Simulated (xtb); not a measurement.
xtb 6.7.1, GFN1-xTB: Nb(S)(OMe)2(OiPr) (C[O][Nb](=[S])([O]C)[O]C(C)C), 23 atoms. The geometry is a generated start, not checked to be a minimum at this level.

* **run flags**: --grad
* **method**: GFN1-xTB
* **--acc**: 1 (default)
* **--etemp (K)**: 300 (default)
* **basis functions**: 78
* **valence electrons**: 62

```xyz
23

Nb    -0.1521     0.4930    -0.9143
S     -0.6272     2.5353    -0.0914
O     -1.4059     0.3485    -2.1893
C     -2.3757     0.4483    -3.1645
H     -2.2097    -0.3070    -3.9466
H     -3.3716     0.2922    -2.7218
H     -2.3398     1.4487    -3.6189
O      1.5784     0.7585    -1.3000
C      2.8535     1.2583    -1.4889
H      3.6044     0.5267    -1.1575
H      3.0184     1.4856    -2.5526
H      2.9638     2.1839    -0.9041
O     -0.5226    -0.5280     0.5166
C     -0.6220    -0.9136     1.8480
C      0.1351     0.1129     2.6983
C     -0.0533    -2.3262     2.0212
H     -1.6926    -0.9106     2.1266
H      1.1858     0.1168     2.3982
H      0.0573    -0.1240     3.7551
H     -0.2840     1.1030     2.5120
H     -0.5964    -3.0246     1.3855
H      0.9980    -2.3311     1.7328
H     -0.1419    -2.6466     3.0557
```

Charge 0 and multiplicity 1 are set for this test and not shown to be the ground state.

One run each on 1 thread. Values of broydamp tried: 0.02, 0.05, 0.1, 0.2, 0.4 (default), 0.6, 0.8, 1.

Question: Predict the course of the SCC iterations along this series.

Answer: Fewest SCC iterations, within one of each other: 0.4 (default) with 13, 0.6 with 14. The count rises to 27 at 0.02. All converge to one solution.

```json
[
 {"broydamp": "0.02", "SCC iterations": "27", "end": "same solution"},
 {"broydamp": "0.05", "SCC iterations": "23", "end": "same solution"},
 {"broydamp": "0.1", "SCC iterations": "16", "end": "same solution"},
 {"broydamp": "0.2", "SCC iterations": "15", "end": "same solution"},
 {"broydamp": "0.4 (default)", "SCC iterations": "13", "end": "same solution"},
 {"broydamp": "0.6", "SCC iterations": "14", "end": "same solution"},
 {"broydamp": "0.8", "SCC iterations": "16", "end": "same solution"},
 {"broydamp": "1", "SCC iterations": "17", "end": "same solution"}
]
```
